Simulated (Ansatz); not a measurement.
CdSe: energy against strain

CdSe (zinc blende, F-43m, 28.838 Å³/atom at rest) under an equal strain ε in the (111) plane with the normal axis free, as in a coherent film. r2SCAN in Ansatz, a plane-wave DFT program (PAW, default set), 500 eV, 9×9×9 Γ-centred mesh, Fermi-Dirac smearing 0.05 eV; ions are relaxed within the symmetry of each cell.

Here s stands for strain and y for E less E0.

```csv
strain (%),E less E0 (meV/atom)
-2.50,?
-1.25,2.44
-0.83,1.08
-0.42,0.28
0.00,0.00
0.42,0.26
0.83,1.04
1.25,2.35
```

Q: Fit y against s with a parabola, and predict the withheld value at s = -2.50.

A: Least squares gives y = 0.001 - 0.0317·s + 1.5329·s². Residuals (row less fit): 0.004, -0.003, -0.005, -0.001, 0.002, 0.009, -0.007; standard error 0.007 (degrees of freedom: 4). Twice the quadratic coefficient over the volume, 2 × 1.5329 meV × 10⁴ × 0.1602 / 28.838 Å³, is twice the biaxial elastic modulus of this plane = 170 ± 0.5 GPa. At the withheld row, y = 0.001 - 0.0317 × (-2.50) + 1.5329 × (-2.50)² = 9.661 meV/atom. The calculation gives 9.81 meV/atom, 0.149 meV/atom above the prediction (1.5 % of the range of y in the table). The row lies outside the fitted rows, so this is an extrapolation. From the scatter of the fitted rows alone, a prediction at this place has a standard error of 0.026 meV/atom, so the miss is 5.7 times that.

One order more, fitted to all 13 runs of the series, follows each within 0.01, so the miss is the next term of a smooth law. CdSe stands in this structure, whereas wurtzite is the usual form. Rows are the converged runs of the series near zero and its far end; series whose fitted rows scatter by over a few per cent of the range, as at a crossing or softening among them, aren't shown in this form. Most that stay on the fit to the last digits aren't either.
